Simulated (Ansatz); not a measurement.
Reference: K2Te (Fm-3m), PBEsol, rigid bands (plane waves, PAW, scalar-relativistic; Ansatz, an electronic-structure program); axes and stresses refer to this cell.

```
CELL_PARAMETERS angstrom
      0.00000     4.04526     4.04526
      4.04526     0.00000     4.04526
      4.04526     4.04526     0.00000
ATOMIC_POSITIONS crystal
  K  0.75000 0.75000 0.75000
  K  0.25000 0.25000 0.25000
  Te 0.00000 0.00000 0.00000
```

The electron conductivity mass comes out as 0.30 mₑ and the Seebeck coefficient, n-type 1e19 cm⁻³ is -155 μV/K. The hole conductivity mass is 17.5 mₑ.

Q: Change: spin-orbit coupling switched on. What happens to electron conductivity mass, Seebeck coefficient, n-type 1e19 cm⁻³, hole conductivity mass?

A: electron conductivity mass moves little, to 0.30 mₑ; Seebeck coefficient, n-type 1e19 cm⁻³ moves little, to -155 μV/K; hole conductivity mass falls to 7.3 mₑ.

Masses are for dilute carriers at 300 K, harmonic means over directions unless an axis is named. Seebeck coefficients are for the stated density at 300 K, with one relaxation time for all states and whether or not that doping can be reached. Spin-orbit coupling is left out unless a row names it; without it the gap and masses of crystals with these elements can be far off. 

Formula and space group known from diffraction (Crystallography Open Database), not checked to be the room-temperature form: K2Te (Fm-3m).
